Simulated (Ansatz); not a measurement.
Input:

```
CELL_PARAMETERS angstrom
      3.75447     0.00000     0.00000
      0.00000     3.75447     0.00000
      0.00000     0.00000    17.29285
ATOMIC_POSITIONS crystal
  Sn 0.00000 0.50000 0.43205
  O  0.00000 0.00000 0.50000
  O  0.50000 0.50000 0.50000
  Sn 0.50000 0.00000 0.56795
```

No spin polarisation.

Calculations: r2SCAN+rVV10 (Ansatz, an electronic-structure program), no spin-orbit coupling, earlier PAW set. Γ-centred 9×9×1 mesh, Fermi–Dirac width 0.05 eV. The cell is a slab with vacuum along z.

Q: Predict the gap character, band gap and layer's space group.

A: The gap character is indirect, k = (0.222, 0.222, 0) in the run's primitive reciprocal basis → M–Γ (27 % along) and the band gap comes out as 3.42 eV. The layer's space group (with vacuum) is P4/nmm (No. 129).

Stability against distortions was not tested. The cell was made from SnO in the litharge type structure (space group P4/nmm, No. 129; layered, stacked along the Cartesian z axis) by this change: a free-standing slab of 1 layer (4 atoms, 4 a layer) is cut normal to the stacking axis, with 15 Å of vacuum and the in-plane cell relaxed.
